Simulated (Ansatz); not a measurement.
# Mg2Sn: pressure 30 GPa

The parent structure is Mg2Sn (space group Fm-3m, No. 225; a = 6.746 Å).

Now apply this change: a hydrostatic pressure of 30 GPa.

All numbers come from PBEsol, PAW, 420 eV (Ansatz, a first-principles code; no spin-orbit coupling). k-mesh 12×12×12 (Γ-centred); smearing 0.05 eV (Fermi–Dirac).

- Density: 5.09 g/cm³ (base 3.62 g/cm³)
- Lattice parameter a: 6.022 Å (base 6.746 Å)
- Shortest interatomic distance: 2.608 Å (base 2.921 Å)
- Enthalpy H = E + PV relative to the base's energy: +3.93 eV/atom
- Band gap: zero (base zero)

Final structure:

```
CELL_PARAMETERS angstrom
      0.00000     3.01121     3.01121
      3.01121     0.00000     3.01121
      3.01121     3.01121     0.00000
ATOMIC_POSITIONS crystal
  Sn 0.00000 0.00000 0.00000
  Mg 0.25000 0.25000 0.25000
  Mg 0.75000 0.75000 0.75000
```

Cost of the whole job for the changed cell (relaxation, final SCF and bands): around 40 core-seconds (rough).

Load acts through the strain it causes; cell and atoms are relaxed under it. No phonon test of stability was made. Competing high-pressure phases were not computed.
